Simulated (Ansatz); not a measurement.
Start from Pd in the fcc (Cu type) structure (space group Fm-3m, No. 225; a = 3.9453 Å; relaxed with 0.1 eV smearing).

The values are results of Ansatz (a program for electronic structure), PBE, PAW, cutoff 420 eV, no spin-orbit coupling, earlier PAW set, not measurements.

Before the change:

The pressure comes out as 0.0 GPa and the band gap comes out as zero.

Perturbation: the cell is scaled by 1.0397 in all directions; the atoms relax in the strained cell.

What does the calculation give for the energy relative to the base, pressure and band gap after the change?

The energy grows by 95 meV/atom; the pressure goes from zero to -14.0 GPa; the band gap stays zero.

Stability against distortions was not tested. All final runs are without spin polarisation. Pd lies near a magnetic instability that expansion can trigger; it was not tested.
